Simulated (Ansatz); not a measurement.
Input and output of a self-consistent single point for Ag2TiI6O18 (P1, 27 atoms in the cell) (Ansatz, a program for electronic structure).

Method of the run: PBEsol, default PAW files made with PBE (plane waves; Ansatz).

```yaml
crystal:
  lattice:
    - [5.46660, 3.15614, 3.76023]
    - [-5.46660, 3.15614, 3.76023]
    - [0.00000, -6.31229, 3.76023]
  atoms:
    - { symbol: Ag, position: [0.67929, 0.67991, 0.67228] }
    - { symbol: Ag, position: [0.32334, 0.32192, 0.32532] }
    - { symbol: Ti, position: [0.00785, 0.99319, 0.01492] }
    - { symbol: I, position: [0.22482, 0.62385, 0.84239] }
    - { symbol: I, position: [0.84598, 0.21980, 0.62304] }
    - { symbol: I, position: [0.62325, 0.82967, 0.21863] }
    - { symbol: I, position: [0.77207, 0.37413, 0.16261] }
    - { symbol: I, position: [0.15982, 0.77775, 0.37500] }
    - { symbol: I, position: [0.36979, 0.16744, 0.76917] }
    - { symbol: O, position: [0.06730, 0.81143, 0.82576] }
    - { symbol: O, position: [0.82024, 0.06155, 0.80391] }
    - { symbol: O, position: [0.80329, 0.81686, 0.06409] }
    - { symbol: O, position: [0.93993, 0.19069, 0.18183] }
    - { symbol: O, position: [0.17795, 0.93359, 0.18504] }
    - { symbol: O, position: [0.18994, 0.19179, 0.93838] }
    - { symbol: O, position: [0.42815, 0.79048, 0.87021] }
    - { symbol: O, position: [0.87758, 0.42079, 0.79720] }
    - { symbol: O, position: [0.77933, 0.86831, 0.42039] }
    - { symbol: O, position: [0.57196, 0.22875, 0.13587] }
    - { symbol: O, position: [0.12121, 0.56406, 0.20298] }
    - { symbol: O, position: [0.21683, 0.13351, 0.57671] }
    - { symbol: O, position: [0.18829, 0.55882, 0.58645] }
    - { symbol: O, position: [0.58831, 0.18684, 0.54884] }
    - { symbol: O, position: [0.55243, 0.59167, 0.18496] }
    - { symbol: O, position: [0.81470, 0.43535, 0.41401] }
    - { symbol: O, position: [0.40770, 0.81556, 0.45075] }
    - { symbol: O, position: [0.44865, 0.41228, 0.80926] }
```

Reference input (self-consistent single point, DFT, PBEsol, plane waves, default PAW files made with PBE): basis.ecutwfc = 420 eV; kpoints.mp_grid.grid = 3 3 3; hamiltonian.xc = pbesol; hamiltonian.pseudopotentials = {kind: paw} (the program's default PAW files); scf.occupations.method = methfessel_paxton; scf.occupations.width = 0.05 eV. This run's input differs from it in these lines:

Ansatz 0.2 input:
```diff
@@ -37,3 +37,3 @@
 kpoints:
-  mp_grid: { grid: [3, 3, 3] }
+  mp_grid: { grid: [5, 5, 5] }
 hamiltonian:
```

The program printed (abridged):

```
SCF iter   1: F=—  HF=-72176.674170 eV  |F-HF|=—  |Δ(HF+E_count)|=         —  Δρ=1.42e-2  dr2=6.25e-1  ethr=1.77e-3  ⟨swp⟩=6.0  Hψ=39962  notcnv=0  defer=162
all-band conjugate gradients solve this SCF's bands
preconditioner: auto → Resta (q_TF=auto, 2.551 Å⁻¹)
SCF iter   2: F=—  HF=-72176.519197 eV  |F-HF|=—  |Δ(HF+E_count)|=   1.55e-1  S|Δr|=    0.00e0  Δρ=3.56e-3  dr2=4.30e-2  ethr=2.40e-4  ⟨swp⟩=3.0  Hψ=17804  notcnv=0  defer=1395
   [... lines left out ...]
SCF iter   9: F=—  HF=-72176.512862 eV  |F-HF|=—  |Δ(HF+E_count)|=   5.60e-7  S|Δr|=    0.00e0  Δρ=1.07e-5  dr2=4.78e-7  ethr=1.77e-9  ⟨swp⟩=2.0  Hψ=12901  notcnv=0  defer=1395
SCF iter  10: F=—  HF=-72176.512862 eV  |F-HF|=—  |Δ(HF+E_count)|=   2.97e-7  S|Δr|=    0.00e0  Δρ=7.85e-6  dr2=2.28e-7  ethr=3.85e-11  ⟨swp⟩=13.4  Hψ=51317  notcnv=0
SCF iter  11: F=-72176.512862 eV  HF=-72176.512862 eV  |F-HF|=1.19e-8  |Δ(HF+E_count)|=   2.21e-9  S|Δr|=    0.00e0  Δρ=3.00e-6  dr2=3.38e-8  ethr=3.85e-11  ⟨swp⟩=3.0  Hψ=32521  notcnv=0
SCF 1 converged in 11 iterations: F = -72176.512862 eV  dr2 = 3.38e-8
Stability not checked (fill_not_monotonic)
Free energy (F): -72176.512862 eV
Internal energy: -72176.512862 eV  (E = F + TS)
E sigma→0 (E₀):  -72176.512862 eV
Fermi energy:    8.765244 eV
--- Forces (eV/Å), atoms counted from 1 ---
  atom   1  Ag     0.03022839    -0.05725089     0.11275162
  atom   2  Ag    -0.11189319     0.10187198    -0.02795526
  atom   3  Ti    -2.21851857     1.98736810    -0.93524057
  atom   4  I      0.16672557     0.22564616    -1.13287892
  atom   5  I     -0.87160584    -0.80527515    -1.11082296
   [... 18 lines left out ...]
   [... lines left out ...]
  atom  27  O     -0.93327215     0.52079875     0.44901023
--- Stress (GPa, compression-positive) ---
        1.219501      -1.622018       1.425648
       -1.622017       1.753054       0.507463
        1.425648       0.507464       6.069536
  P = ⅓ Tr σ = 3.0140 GPa (30.140 kbar)
  The stress holds the Pulay correction. Without it, at fixed plane waves, as pw.x and ABINIT print it: P = 2.3983 GPa
```

The run converged in 11 iterations. Against the reference run the free energy hardly moves (within 1 meV/atom), the pressure stays at 3.01 GPa, the largest force moves little (6.664 to 6.663 eV/Å) and the gap on the mesh goes from 2.485 to 2.420 eV.

The starting cell comes from a database of published, mostly measured structures (it also holds non-ambient and calculated ones), without a prior relaxation at this level. Its atoms were displaced at random from the sites of space group no. 148. Spin-orbit coupling is off. With a pressure of about 3 GPa the cell is away from its equilibrium volume at this level. Forces in this geometry exceed 1 eV/Å. Ansatz's pressure includes its estimate of the finite-basis (Pulay) stress. Without the estimate this run gives 2.40 GPa.

Cost on one core of a shared machine: roughly 7 min.
